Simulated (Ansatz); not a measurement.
```xyz
2
Lattice="0.0000 2.6704 2.6704 2.6704 0.0000 2.6704 2.6704 2.6704 0.0000" Properties=species:S:1:pos:R:3 pbc="T T T"
Ga     0.0000     0.0000     0.0000
P      1.3352     1.3352     1.3352
```

No spin polarisation.

Computed with Ansatz (an electronic-structure program) PBE, without spin-orbit coupling. Settings: 10×10×10 k-points, 0.05 eV Fermi–Dirac smearing.

Problem. Predict the space group, band gap and electron mass.

Solution. The space group is F-43m (No. 216) and the band gap comes out as 1.48 eV. The electron mass comes out as 1.2 mₑ along k, 0.22 mₑ across (off the special points).

The cells carry an imposed strain or load. Effective masses come from finite differences of ±0.01 Å⁻¹. Along k means along the line from Γ to the band edge. Whether these cells are dynamically stable was not tested. The cell was made from GaP in the zinc blende structure (space group F-43m, No. 216) by this change: isotropic strain −3.00 %.
